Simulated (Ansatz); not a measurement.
Results of PBEsol in Ansatz (plane waves, PAW) for AlB2-type MgB2.

Settings: plane-wave cutoff 520 eV, 24×24×16 k mesh (along the axes of the cell as run), Fermi–Dirac smearing 0.05 eV, scalar-relativistic PAW data made under PBE.

The volume scan:

```csv
V (Å³/atom),E − E_lowest (meV/atom),P (GPa)
9.097,7.39,6.45
9.287,1.79,3.07
9.476,0.00,0.00
9.666,1.69,-2.81
9.855,6.55,-5.37
```

**Question.** What bulk modulus B0 and pressure derivative B′ does a third-order Birch–Murnaghan fit give?

**Answer.** V0 = 9.476 Å³/atom, B0 = 147 GPa, B′ = 3.6 (fit to the energies at full precision).

Shape and atoms are relaxed at each volume.

Measured, for comparison: bulk modulus 151 ± 5 GPa (room temperature, no zero-point or thermal correction, B' fixed at 4, our sources range from 147 to 151; as tabulated in Vogt et al. (2001), arXiv:cond-mat/0102480). Computed (rounded) less measured: bulk modulus -3 % (0.0 % to -3 % over the range).

Note: the bulk modulus comes from volumes at which shape and atoms were relaxed.

Computed values are for the static lattice.

Ansatz is an electronic-structure program.
